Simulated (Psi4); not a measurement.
Psi4 1.11, PBE/def2-svp: W(NH)2(NMe2)(Me) (C[N](C)[W]([CH3])(=[NH])=[NH]), 18 atoms. The geometry is a generated start, not checked to be a minimum at this level.

```
Quantity                                              Value
--------------------------  -------------------------------
task                                                 energy
method                                                  pbe
basis                                              def2-svp
memory                                                 3 GB
maxiter                                                 100
keys of the molecule block                      symmetry c1
scf_type                                       df (default)
guess                        auto, which took SAD (default)
scf_initial_accelerator                     adiis (default)
e_convergence                               1e-06 (default)
d_convergence                               1e-06 (default)
dft_radial_points                              75 (default)
dft_spherical_points                          302 (default)
effective core potentials   those of the basis set, past Kr
basis functions                                         171
grid points                                          384039
```

```xyz
18

W     -0.4785    -0.8483    -0.5059
N      0.2927    -2.4543    -0.4470
H      0.6131    -3.3994    -0.6718
N     -1.3907    -0.4872    -1.9956
H     -1.8262    -0.5400    -2.9195
N      0.7312     0.6019     0.0389
C      0.4977     1.9895    -0.3362
C      2.0597     0.4516     0.6107
H      0.5578     2.6448     0.5467
H      1.2523     2.3389    -1.0599
H     -0.4989     2.0923    -0.7821
H      2.8349     0.7674    -0.1069
H      2.1713     1.0712     1.5136
H      2.2309    -0.5957     0.8804
C     -2.0474    -0.9197     1.0756
H     -1.9349    -0.0201     1.7133
H     -1.9836    -1.7897     1.7486
H     -3.0814    -0.9032     0.6970
```

Charge 0 and multiplicity 1 are set for this test and not shown to be the ground state.

One run each on 2 threads. Values of diis_max_vecs tried: 3, 6, 10 (default), 20.

Q: How does the count of SCF iterations change with diis_max_vecs, and where is it least?

A: Fewest SCF iterations, within one of each other: 10 (default) with 13, 20 with 13. The count rises to 15 at 6. The run ends without SCF convergence in 100 iterations at 3.

```json
[
 {"diis_max_vecs": "3", "SCF iterations": "100", "end": "no convergence"},
 {"diis_max_vecs": "6", "SCF iterations": "15", "end": "same solution"},
 {"diis_max_vecs": "10 (default)", "SCF iterations": "13", "end": "same solution"},
 {"diis_max_vecs": "20", "SCF iterations": "13", "end": "same solution"}
]
```
